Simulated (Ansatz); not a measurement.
The reference is BaTiO3 in the cubic perovskite structure (space group Pm-3m, No. 221; a = 4.019 Å).

Method: PBE in Ansatz (plane waves to 420 eV, PAW, spin-orbit coupling left out), earlier PAW set.

Base values:

The volume per atom comes out as 12.99 Å³ and the band gap is 1.79 eV. The width of the top valence band comes out as 0.95 eV.

It is then changed as follows: a hydrostatic pressure of 15 GPa.

### Question
Predict the new volume per atom.

### Answer
The volume per atom decreases by 0.97 Å³ (12.99 Å³ → 12.02 Å³).

### Question
What happens to the band gap?

### Answer
The band gap rises by 0.167 eV, from 1.79 eV to 1.95 eV.

### Question
What happens to the width of the top valence band?

### Answer
The width of the top valence band rises by 0.03 eV, from 0.95 eV to 0.98 eV.

Load acts through the strain it causes; cell and atoms are relaxed under it. No phonon test of stability was made. No other phases were tried under pressure. The final runs are not spin-polarised. Many cubic perovskites are stable only at high temperature; tilts and polar distortions were not tested. This is not the structure that BaTiO3 has at room temperature and ambient pressure.

Ansatz is a program for electronic structure.
